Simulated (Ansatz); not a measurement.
The parent structure is SnO (space group P4/nmm, No. 129; a = 3.770 Å, c = 4.560 Å; layered, stacked along the Cartesian z axis).

Structures relaxed with DFT with PBEsol-D3(BJ), PAW potentials and a 420 eV plane-wave cutoff in Ansatz (a quantum-chemistry and plane-wave program), no spin-orbit coupling.

Base:

Simulated powder pattern, Cu Kα1, λ = 1.54056 Å (kinematic, ideal powder, no thermal factors, no anomalous dispersion; the 14 strongest lines at most, above 2 %, up to 2θ = 90°):

```
2θ (°)  I/Imax (%)    hkl
------  ----------  -----
30.75          100  (101)
33.59           29  (110)
39.49          9.4  (002)
48.24           18  (200)
52.79           27  (112)
58.30           31  (211)
64.04          9.3  (202)
66.24           11  (103)
70.60          5.3  (220)
78.96          6.4  (301)
80.50          5.0  (310)
84.04          4.5  (222)
86.05           10  (213)
```

One thing is altered: hydrostatic tension (pressure −2 GPa).

After the change:

Simulated powder pattern, Cu Kα1, λ = 1.54056 Å (kinematic, ideal powder, no thermal factors, no anomalous dispersion; the 14 strongest lines at most, above 2 %, up to 2θ = 90°):

| 2θ (°) | I/Imax (%) | hkl |
|---|---|---|
| 18.73 | 3.1 | (001) |
| 30.12 | 100 | (101) |
| 33.29 | 28 | (110) |
| 37.99 | 9.9 | (002) |
| 47.80 | 17 | (200) |
| 51.39 | 28 | (112) |
| 57.54 | 31 | (211) |
| 62.62 | 9.4 | (202) |
| 63.82 | 11 | (103) |
| 69.91 | 5.2 | (220) |
| 77.96 | 6.3 | (301) |
| 79.66 | 4.8 | (310) |
| 82.44 | 4.4 | (222) |
| 83.52 | 10 | (213) |

The indices refer to the base's conventional cell; one index is shown for lines that coincide.

Load acts through the strain it causes; cell and atoms are relaxed under it. No phonon test of stability was made. The final runs are not spin-polarised.
